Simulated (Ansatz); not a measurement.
A relaxation of cell and atoms of LiH₄BrO₂ (P-1, 16 atoms in the cell) with Ansatz (a first-principles code).

Level of theory: PBEsol-D3BJ, default PAW files made with PBE (plane waves; Ansatz).

```
CELL_PARAMETERS angstrom
      5.38066     0.00000     0.00000
      2.68620     5.91265     0.00000
      0.90015     2.75661     5.82106
ATOMIC_POSITIONS crystal
  Br 0.25544 0.12204 0.23322
  Br 0.74456 0.87796 0.76678
  Li 0.30900 0.37800 0.48300
  Li 0.69100 0.62200 0.51700
  O  0.98580 0.71820 0.29510
  O  0.01420 0.28180 0.70490
  O  0.61310 0.48070 0.29140
  O  0.38690 0.51930 0.70860
  H  0.98000 0.84000 0.31200
  H  0.02000 0.16000 0.68800
  H  0.77900 0.38800 0.30000
  H  0.22100 0.61200 0.70000
  H  0.58800 0.60100 0.16200
  H  0.41200 0.39900 0.83800
  H  0.97000 0.77000 0.15300
  H  0.03000 0.23000 0.84700
```

Reference input (self-consistent single point, DFT, PBEsol, plane waves, default PAW files made with PBE): kpoints.mp_grid.grid = 4 3 3; hamiltonian.xc = pbesol; hamiltonian.pseudopotentials = {kind: paw} (the program's default PAW files); scf.occupations.method = fermi_dirac; scf.occupations.width = 0.1 eV. This run's input differs from it in these lines:

```diff
@@ -28,2 +28,3 @@
   xc: pbesol
+  dispersion: d3bj
   pseudopotentials:
@@ -34,2 +35,4 @@
     width: 0.1 eV
+relax:
+  cell: {}
 output:
```

Output, abridged:

```
   [... SCF lines of the steps left out ...]
relax step   1: F+E_penalty+E_count = -8251.75027330 eV  Δ(F+E_penalty+E_count) = +0.000e0 eV  max|allowed force component| = 1.106e1 eV/Å  Δτ_max = 0.0000 Å  P = +19.577 GPa  Ω = 185.191 Å³  (7 SCF iters, dr2 threshold 1.00e-7 eV, accepted)
relax step   2: F+E_penalty+E_count = -8257.49646163 eV  Δ(F+E_penalty+E_count) = -5.746e0 eV  max|allowed force component| = 1.447e0 eV/Å  Δτ_max = 0.1944 Å  P = +1.888 GPa  Ω = 178.662 Å³  energy of the carried Pulay correction = +1.822e-2 eV  (7 [...]
   [... lines left out ...]
relax step  14: F+E_penalty+E_count = -8257.93155457 eV  Δ(F+E_penalty+E_count) = +7.006e-4 eV  max|allowed force component| = 5.682e-3 eV/Å  Δτ_max = 0.0048 Å  P = +0.010 GPa  Ω = 166.336 Å³  energy of the carried Pulay correction = +5.431e-3 eV  [...]
relax step  15: F+E_penalty+E_count = -8257.92657659 eV  Δ(F+E_penalty+E_count) = +4.978e-3 eV  max|allowed force component| = 5.077e-3 eV/Å  Δτ_max = 0.0000 Å  P = -0.015 GPa  Ω = 166.336 Å³  stress off target by 2.41e-2 GPa  SCF on the basis [...]
basis re-selected at this cell: Δ(F+E_penalty+E_count) = +4.978e-3 eV, ΔP = -0.025 GPa vs the last step
the relaxation is at rest under the 2 symmetry operations that the run kept from its start: a minimum is not shown …
Stability not checked: this state was not tested for a lower state beside it, because too few of the mixer's solves of this state at the end of the SCF gave a …
Free energy (F): -8257.926577 eV
Internal energy: -8257.926577 eV  (E = F + TS)
   [... lines left out ...]
Fermi energy:    3.118699 eV
  cell:  # Å, volume = 166.3355 Å³
   [... lines left out ...]
    - { symbol: H, position: [0.5983106730714696, 0.6128272014662903, 0.12225075256146581] }
    - { symbol: H, position: [0.40168932692853054, 0.3871727985337094, 0.8777492474385342] }
    - { symbol: H, position: [0.9279358674092245, 0.7697722638549624, 0.12456137978528678] }
    - { symbol: H, position: [0.07206413259077538, 0.2302277361450375, 0.8754386202147133] }
```

The run converged. 

Summary of the result:
- Free energy E − TS (on the zero of these files): -8257.9266 eV
- Top of the valence band (on the code's own zero): 0.71 eV
- Gap on the k-point mesh: 4.58 eV
- Pressure: -0.02 GPa
- Largest force (vector length): 0.005 eV/Å
- Dispersion energy: -1.106 eV
- Final cell: a = 5.154 Å, b = 6.350 Å, c = 6.218 Å, α = 63.18°, β = 81.11°, γ = 66.40°
- Final volume per atom: 10.40 Å³
- Relaxation steps: 15

The starting cell comes from a database of published, mostly measured structures (it also holds non-ambient and calculated ones), without a prior relaxation at this level. Its lattice was rescaled by a random factor within 2.5 % of one. Ansatz's pressure includes its estimate of the finite-basis (Pulay) stress.

Cost on one core of a shared machine: roughly 2 min.

Keys are those of Ansatz 0.2.
